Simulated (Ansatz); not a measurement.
**A computed series for Rh: response to strain**

The reference is Rh in the fcc (Cu type) structure (space group Fm-3m, No. 225; a = 3.802 Å; relaxed with 0.1 eV smearing). Axes: x, y, z lie along the cube axes.

Strains are applied to the cell and any free atomic positions relax; under biaxial strain the out-of-plane vector relaxes too.

Calculations: r2SCAN (Ansatz, a quantum-chemistry and plane-wave program, PAW, scalar-relativistic without spin-orbit coupling).

Notes on the quantities. energy relative to the base: free energy F; pressure: mean of the normal stresses, compression positive.

```csv
case,energy relative to the base,pressure,space group,shortest interatomic distance
base,0 meV/atom,0.0 GPa,Fm-3m (No. 225),2.688 Å
"biaxial strain +0.57 %, plane normal [001], relaxed out of plane",+1.3 meV/atom,-1.7 GPa,I4/mmm (No. 139),2.689 Å
"biaxial strain +2.53 %, plane normal [001], relaxed out of plane",+23 meV/atom,-6.8 GPa,I4/mmm (No. 139),2.693 Å
"biaxial strain −1.10 %, plane normal [110], relaxed out of plane",+6.1 meV/atom,4.4 GPa,Immm (No. 71),2.659 Å
isotropic strain −1.48 %,+25 meV/atom,14.0 GPa,Fm-3m (No. 225),2.648 Å
isotropic strain +1.13 %,___,___,Fm-3m (No. 225),2.718 Å
isotropic strain +4.03 %,+148 meV/atom,-24.3 GPa,Fm-3m (No. 225),2.796 Å
uniaxial strain ε_xx = +3.24 %,+19 meV/atom,-8.1 GPa,I4/mmm (No. 139),2.688 Å
uniaxial strain ε_zz = −2.01 %,+8.0 meV/atom,6.1 GPa,I4/mmm (No. 139),2.661 Å
tensor shear ε_yz = +0.42 %,+0.6 meV/atom,0.0 GPa,Immm (No. 71),2.677 Å
```

Question: Complete the table.

Answer: 
- isotropic strain +1.13 %, energy relative to the base: +13 meV/atom
- isotropic strain +1.13 %, pressure: -8.6 GPa

Stability against distortions was not tested. All final runs are without spin polarisation. Rh lies near a magnetic instability that expansion can trigger; it was not tested.
